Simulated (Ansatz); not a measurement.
The gap is the functional's own, uncorrected, and κ follows it; spin-orbit coupling is left out. Mid-gap values are interpolated between the computed energies.

A. KTaO₃ (Pm-3m, cubic perovskite, 5 atoms a cell, 12.8 Å³ an atom), along the normal of (111)
B. Al$_{2}$O$_{3}$ (R-3c, corundum, 10 atoms a cell, 8.7 Å³ an atom, -7 GPa at this level), along the normal of (100)
C. SiO$_{2}$ (P4_12_12, 12 atoms a cell, 14.4 Å³ an atom), along the normal of (001)

Task: Rank these by mid-gap decay constant of the slowest evanescent state (lowest first), as r2SCAN in Ansatz (a first-principles code) gives it.

Result: A (0.29 1/Å), B (0.39 1/Å), C (0.55 1/Å)
